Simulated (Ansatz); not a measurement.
Adsorption energy and surface dipole of F on the 1x1 (100) surface of fcc Cu, one in a 3x3 cell, started at the site 'hollow Cu-Cu-Cu-Cu over Cu at depth 1.8 Å', worked from the runs' numbers; total energies count from the potentials' own zero.

Level of theory: PBE (plane waves to 420 eV, PAW; Ansatz, a first-principles code).

Set-up: 37 atoms, 5.3 Å thick at the start under the adsorbate (thin: gaps and levels are the slab's own); mesh 4x4x1; 0.1 eV smearing; dipole correction on; 18 atoms held, the rest relaxed; symmetry of the start imposed; no spin, no spin-orbit, no U, no dispersion correction. At the end it is bonded to 4 Cu. In PBE this state lies 0.06 eV over the lowest of the starts that converged ('bridge Cu-Cu (span 2.6 Å)').

| quantity | value |
|---|---|
| slab with the adsorbate | -239303.652 eV |
| clean slab, same cell and mesh | -238495.165 eV |
| reference, ½ F2(g) | -805.593 eV |
| area of the cell | 59.30 Å² |
| change of the step from the bottom to the top vacuum level | 0.301 eV |

What is the adsorption energy against this reference?

E(slab + adsorbate) − E(slab) − E(reference) = -2.89 eV, so in this state the adsorbate is more stable than in the reference, at a coverage of 1.69 a nm².

What dipole does adsorption add to the slab along the outward normal (Helmholtz relation, ε₀ = 0.005526 e/(V·Å))?

p = −ε₀·A·ΔV = -0.099 e·Å = -0.47 D; its negative end points to the vacuum, which raises the vacuum level.
